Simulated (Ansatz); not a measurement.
We look at the formation energy of the neutral 8 V_C in ZrC (rock salt, Fm-3m). Reaction: 32 ZrC (rock salt) → cell A + 8 C (graphite).

Cell A: a supercell of 64 sites of ZrC (rock salt, Fm-3m) with eight empty C sites amid 6 Zr; the closest two of these centres are 3.3 Å apart, the farthest 8.1 Å; spin state with PBE: run without spin, k-point mesh 3×3×3.
```xyz
56
Lattice="9.3478 0.0000 0.0000 0.0000 9.3478 0.0000 0.0000 0.0000 9.3478" Properties=species:S:1:pos:R:3 pbc="T T T"
Zr     0.0448     0.0143    -0.0834
Zr    -0.0004     2.4225     2.3377
Zr     2.4227    -0.0080     2.2896
Zr     2.3199     2.2672     0.0063
C      2.3391    -0.0013     0.0019
C      2.3239     2.3134     2.3452
C     -0.0096     2.3231     0.0072
Zr    -0.0503    -0.0014     4.7556
Zr    -0.0005     2.3520     7.0086
Zr     2.3502    -0.0062     7.0597
Zr     2.3336     2.3407     4.6682
C      2.3359     2.3443     7.0024
C     -0.0004     0.0007     7.0078
C      0.0026     2.3143     4.6643
Zr     0.0208     4.6691    -0.0164
Zr     0.0008     6.9281     2.3588
Zr     2.3566     4.6807     2.3238
Zr     2.2526     7.0863     0.0098
C      2.3339     7.0349     2.3139
C     -0.0013     4.6714     2.3352
C      0.0018     7.0336     0.0079
Zr    -0.0256     4.6740     4.6869
Zr     0.0009     6.9962     6.9942
Zr     2.3417     4.6798     7.0215
Zr     2.3238     7.0024     4.6680
C      2.3477     7.0041     7.0362
C      0.0000     4.6734     7.0095
C      0.0029     7.0244     4.6698
Zr     4.6259     0.0876    -0.0115
Zr     4.6752     2.3483     2.3569
Zr     6.9273    -0.0065     2.3871
Zr     7.0266     2.3337     0.0043
C      7.0222     2.3140     2.3279
C      4.6751    -0.0086     2.3174
C      4.6715     2.3364     0.0011
Zr     4.7223     0.0072     4.6823
Zr     4.6751     2.3348     6.9913
Zr     6.9952    -0.0055     6.9616
Zr     7.0157     2.2589     4.6680
C      7.0128    -0.0012     4.6739
C      7.0104     2.3458     7.0160
C      4.6753    -0.0088     7.0330
C      4.6724     2.3464     4.6749
Zr     4.6492     4.5872    -0.0004
Zr     4.6748     6.9892     2.4125
Zr     6.9904     4.6804     2.3441
Zr     7.1016     7.0225     0.0085
C      7.0129     7.0430     2.2945
C      4.6756     4.6768     2.3062
Zr     4.7046     4.6631     4.6702
Zr     4.6759     7.0078     6.9358
Zr     7.0041     4.6781     6.9993
Zr     7.0231     7.0814     4.6681
C      7.0024     7.0080     7.0508
C      4.6763     4.6807     7.0467
C      4.6678     7.0061     4.6777
```

Reference: C (graphite, P6₃/mmc), 4 atoms in the cell, k-point mesh 18×18×6 on the run's own vectors. Conventional cell: a = 2.4650 Å, b = 2.4650 Å, c = 6.7411 Å, α = 90.00°, β = 90.00°, γ = 120.00°.

Reference: ZrC (rock salt, Fm-3m), 64 atoms in the cell, the relaxed perfect crystal repeated, atoms not moved again, k-point mesh 3×3×3 on the run's own vectors.

All numbers come from Ansatz (a first-principles code), plane waves with PAW, its PAW set soft_1, cutoff 420 eV, 500 eV for r2SCAN. The structures are at rest with PBE+D3(BJ), within the held lattices; other levels are single points on them. Neutral cells; Fermi-Dirac smearing of at most 0.05 eV in the solids, energies taken to zero width. The lattices are those relaxed with PBE+D3(BJ), so at other levels the solids can be strained, which adds to the spread. Larger cells are relaxed from a start prepared with the learned potential CHGNet, on a coarser mesh till forces fall under 0.03 eV/Å, which some starts already meet. A dispersion term (D3(BJ), or D4 for r2SCAN) was computed beside these levels and is taken off wherever the name lacks it. Space groups of crystals are read within 0.01 Å. Nuclei at rest; no vibrational terms. Cells are local rest points, mostly with their start's symmetry. No correction for cell size. The cell is small for its defects, so this is an ordered compound on the host's lattice rather than an isolated defect. The value holds for the reservoirs listed; other chemical potentials shift it.

Problem. What is the computed value (r2SCAN)?

Solution. 16.26 eV, for 32 ZrC (rock salt) → cell A + 8 C (graphite).

Problem. What do the other levels give, and how wide is the spread?

Solution. 
```csv
Functional,value (eV),less r2SCAN
PBE+D3(BJ),15.10,-1.16
r2SCAN+D4,16.84,0.58
```

The levels shown span 1.74 eV, from PBE+D3(BJ) (15.10) to r2SCAN+D4 (16.84).
